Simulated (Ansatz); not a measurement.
The reference is NaI in the rock salt structure (space group Fm-3m, No. 225).

```xyz
2
Lattice="0.0000 3.2640 3.2640 3.2640 0.0000 3.2640 3.2640 3.2640 0.0000" Properties=species:S:1:pos:R:3 pbc="T T T"
Na     0.0000     0.0000     0.0000
I      3.2640     3.2640     3.2640
```

The values are results of Ansatz (an electronic-structure program) PBE, without spin-orbit coupling, not measurements.

Base values:

The band gap comes out as 3.58 eV and the electron mass is 0.27 mₑ (at Γ). The width of the top valence band is 0.89 eV.

Modification: the cell is scaled by 1.0050 in all directions, atoms relaxed at fixed cell.

### Question
How does this affect the band gap, electron mass, width of the top valence band and energy relative to the base?

### Answer
The band gap decreases by 0.04 eV (3.58 eV → 3.54 eV); the electron mass is still 0.27 mₑ (at Γ); the width of the top valence band falls by 0.024 eV (0.89 eV → 0.86 eV); the energy rises by 0.3 meV/atom.

With I present, leaving out spin-orbit coupling can change the band edges. The cells carry an imposed strain or load. Masses are band curvatures over ±0.01 Å⁻¹ around the edge. No phonon test of stability was made.
